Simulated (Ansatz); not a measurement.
YScO3 (P6₃cm, No. 185, 30 atoms in the cell; start mp-769007), treated with LDA (Ansatz, a first-principles code, plane waves, PAW).

Run with plane-wave cutoff 520 eV, 6×6×4 k mesh (along the axes of the cell as run), Fermi–Dirac smearing 0.01 eV, scalar-relativistic PAW data made under PBE.

Cell (relaxed with PBEsol):

```yaml
crystal:
  lattice:
    - [6.13427, 0.00000, 0.00000]
    - [-3.06713, 5.31243, 0.00000]
    - [0.00000, 0.00000, 12.09812]
  atoms:
    - { symbol: Y, position: [0.66667, 0.33333, 0.73541] }
    - { symbol: Y, position: [0.33333, 0.66667, 0.23541] }
    - { symbol: Y, position: [0.33333, 0.66667, 0.73541] }
    - { symbol: Y, position: [0.66667, 0.33333, 0.23541] }
    - { symbol: Y, position: [0.00000, 0.00000, 0.77526] }
    - { symbol: Y, position: [0.00000, 0.00000, 0.27526] }
    - { symbol: Sc, position: [0.66632, 0.66632, 0.00190] }
    - { symbol: Sc, position: [0.00000, 0.66632, 0.50190] }
    - { symbol: Sc, position: [0.33368, 0.00000, 0.00190] }
    - { symbol: Sc, position: [0.33368, 0.33368, 0.50190] }
    - { symbol: Sc, position: [0.00000, 0.33368, 0.00190] }
    - { symbol: Sc, position: [0.66632, 0.00000, 0.50190] }
    - { symbol: O, position: [0.69269, 0.69269, 0.16982] }
    - { symbol: O, position: [0.00000, 0.69269, 0.66982] }
    - { symbol: O, position: [0.30731, 0.00000, 0.16982] }
    - { symbol: O, position: [0.30731, 0.30731, 0.66982] }
    - { symbol: O, position: [0.00000, 0.30731, 0.16982] }
    - { symbol: O, position: [0.69269, 0.00000, 0.66982] }
    - { symbol: O, position: [0.64050, 0.64050, 0.83508] }
    - { symbol: O, position: [0.00000, 0.64050, 0.33508] }
    - { symbol: O, position: [0.35950, 0.00000, 0.83508] }
    - { symbol: O, position: [0.35950, 0.35950, 0.33508] }
    - { symbol: O, position: [0.00000, 0.35950, 0.83508] }
    - { symbol: O, position: [0.64050, 0.00000, 0.33508] }
    - { symbol: O, position: [0.66667, 0.33333, 0.52259] }
    - { symbol: O, position: [0.33333, 0.66667, 0.02259] }
    - { symbol: O, position: [0.33333, 0.66667, 0.52259] }
    - { symbol: O, position: [0.66667, 0.33333, 0.02259] }
    - { symbol: O, position: [0.00000, 0.00000, 0.97596] }
    - { symbol: O, position: [0.00000, 0.00000, 0.47596] }
```

Q: Estimate the band gap that the calculation returns.

A: 
* **band gap**: 3.11 eV

Note: cell and atoms aren't relaxed at this level (largest force component 0.04 eV/Å, pressure -4.6 GPa).

Spin–orbit coupling is not included.

It cost roughly 6 core-minutes of CPU time.

A start named mp-… is a Materials Project structure, which need not be a measured phase.
